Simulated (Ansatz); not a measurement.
Base system: TiAl (space group P4/mmm, No. 123; a = 2.766 Å, c = 4.002 Å; relaxed with 0.1 eV smearing). Axes: x, y, z lie along a, b, c of the conventional cell.

Computed with LDA in Ansatz (plane waves to 420 eV, PAW, spin-orbit coupling left out).

Perturbation: uniaxial strain ε_xx = −2.50 %, all other strain components held at zero, atoms relaxed at fixed cell.

**Question.** Predict the stress tensor and what it implies for the stiffness.

**Answer.** Stress of the strained cell less that of the base (GPa, compression positive):
```
    5.8     0.0     0.0
    0.0     1.8     0.0
    0.0     0.0     2.6
```

Then −Δσ_ii/ε with ε = -0.0250 gives secant stiffness values (nonlinear terms included at this strain): C11 ≈ 231 GPa, C12 ≈ 73 GPa and C13 ≈ 106 GPa.

As a check, the harmonic strain energy −½ V₀ Δσ:ε is 6.9 meV/atom; the computed energy rise is 6.7 meV/atom.

Stability against distortions was not tested. The final runs are not spin-polarised.

Ansatz is a program for electronic structure.
